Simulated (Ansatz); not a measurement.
The (10-11) face of hcp Tl can be cut between different planes. Symmetric, stoichiometric slabs relaxed in the 1x1 cell (23.1 Å²): top plane Tl, 0.45 Å over the next in the ideal cut; top plane Tl, 2.27 Å over the next in the ideal cut.

Calculation: PBE (plane waves to 420 eV, PAW; Ansatz, a first-principles code).

**Question.** Rank these by surface energy (lowest first), as PBE gives it.

**Answer.** the cut with an outer spacing of 0.45 Å (0.28 J/m²), the cut with an outer spacing of 2.27 Å (0.33 J/m²)
